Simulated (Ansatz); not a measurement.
RbBr (Pm-3m, No. 221, 2 atoms in the cell; start mp-23303; a measured phase of this formula has another space group), treated with r²SCAN (Ansatz, a quantum-chemistry and plane-wave program, PAW).

Run with plane-wave cutoff 500 eV, 10×10×10 k mesh, Fermi–Dirac smearing 0.05 eV, scalar-relativistic PAW data made under PBE.

Cell (relaxed at this level):

RbBr is modelled in the cubic space group Pm-3m (No. 221), the CsCl type structure, Pearson symbol cP2. Cell: a = 4.126 Å, b = 4.126 Å, c = 4.126 Å, α = 90.00°, β = 90.00°, γ = 90.00°. Rb on 1a sees 8 Br at 3.573 Å (cubic). Br on 1b sees 8 Rb at 3.573 Å (cubic). (Neighbours: up to the widest gap in distance over summed covalent radii, below 1.35, at either atom; cation-cation and far metal-metal contacts left out.)

**Question.** Give the computed band gap.

**Answer.** 
- band gap = 4.83 eV (on the SCF k mesh)

Note: the relaxation could not lower the start's symmetry, so the cell can be a saddle point above a distorted one.

Spin–orbit coupling is not included.

A start named mp-… is a Materials Project structure, which need not be a measured phase.
